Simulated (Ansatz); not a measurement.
The structure below was relaxed with PBE/PAW in Ansatz (a quantum-chemistry and plane-wave program), spin-orbit coupling left out.

```
CELL_PARAMETERS angstrom
      0.00000     3.28447     3.28447
      3.28447     0.00000     3.28447
      3.28447     3.28447     0.00000
ATOMIC_POSITIONS crystal
  Te 0.00000 0.00000 0.00000
  Pb 0.50000 0.50000 0.50000
```

Q: Find the space group and the Wyckoff positions.

A: Space group Fm-3m (No. 225); a = b = c = 6.569 Å, α = β = γ = 90.00°

```
atom  site  symmetry       x       y       z
----  ----  --------  ------  ------  ------
Te      4a      m-3m  0.0000  0.0000  0.0000
Pb      4b      m-3m  0.5000  0.5000  0.5000
```

Q: Describe the coordination.

A: The crystal has 8 atoms in its conventional cell. Lattice parameters: a = 6.5689 Å, b = 6.5689 Å, c = 6.5689 Å, α = 90.00°, β = 90.00°, γ = 90.00°. Te sees 6 Pb at 3.284 Å (octahedral). Pb sees 6 Te at 3.284 Å (octahedral). (Neighbours: up to the widest gap in distance over summed covalent radii, below 1.35, at either atom; cation-cation and far metal-metal contacts left out.)

Spin-orbit coupling, missing from the scalar runs, can matter with Pb and Te. Stability against distortions was not tested. The cell was made from PbSe by this change: Se → Te.
